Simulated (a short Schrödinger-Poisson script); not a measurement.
Structure: symmetric double-gate stack, Si3N4 on p-type Si(110), at 77 K.

```tsv
layer	material	thickness (nm)	Na (cm⁻³)
1	Si3N4	6.1	-
2	Si	8	6e17
3	Si3N4	6.1	-
```

The device is made up for the run: typed textbook-type constants, with dimensions and the other settings drawn at random. Si3N4: permittivity 7.5, conduction-band edge (eV) 1.95, gap (eV) 5.1, electron mass (mₑ) 0.5. Si: permittivity 11.7, conduction-band edge (eV) 0, gap (eV) 1.124, Nv at 300 K (cm⁻³) 3.1e19.

Channel valleys (confinement mass, in-plane density-of-states mass, number): Δ4 0.315, 0.324, 4; Δ2 0.19, 0.417, 2. At the gates, both at one voltage, the conduction-band edge of layer 1 lies 2.42 eV − eVg above the Fermi level of the channel. Gaps are held at their typed values at every temperature. Mesh 0.03 nm at interfaces.

Solved with a short Schrödinger-Poisson script written for these runs: 1D Poisson equation in equilibrium, electrons classical, Fermi-Dirac, parabolic valleys, classical holes, full ionisation, no traps, pinning or gate leakage.

The same stack at other levels of the model or other numerical settings:

| run | sheet density of all electrons at Vg = 2.7 V (cm⁻²) | sheet density of all electrons at Vg = 0.9 V (cm⁻²) | capacitance of both gates at Vg = 2.7 V (μF/cm²) | rough cost against the base |
|---|---|---|---|---|
| base | 2.78e13 | 4.88e12 | 2.06 | about 1 |
| electrons treated as classical, Boltzmann | 2.92e13 | 5.07e12 | 2.16 | 0.3 |
| electrons treated as quantum, Hartree | 2.50e13 | 4.05e12 | 1.93 | 10 |
| mesh six times as coarse | 2.76e13 | 4.85e12 | 2.04 | 0.5 |

The classical rows ignore confinement, and Boltzmann statistics overrate the density once the band edge passes the Fermi level.
